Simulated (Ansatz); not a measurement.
Take Si in the diamond structure (space group Fd-3m, No. 227; a = 5.4441 Å) as the base.

Level of theory: Ansatz (a first-principles code), r2SCAN, PAW, cutoff 500 eV, spin-orbit coupling left out, earlier PAW set.

One change was made to it. Results:

The lattice parameter a shrinks by 0.556 Å to 4.888 Å; the band gap goes from 0.78 eV to zero.

### Question
Which change produced these results?
A) pressure 30 GPa
B) pressure 60 GPa
C) pressure 4.2 GPa

### Answer
B, pressure 60 GPa. For comparison, the band gap in the other runs: pressure 4.2 GPa gives 0.70 eV; pressure 30 GPa gives 0.34 eV.

Load acts through the strain it causes; cell and atoms are relaxed under it. Stability against distortions was not tested. Measured, Si leaves this structure (for the β-tin structure) near 12 GPa (room temperature; as listed in arXiv:1906.07825). The zero or small gap of Si under pressure 60 GPa can change with the level of theory.
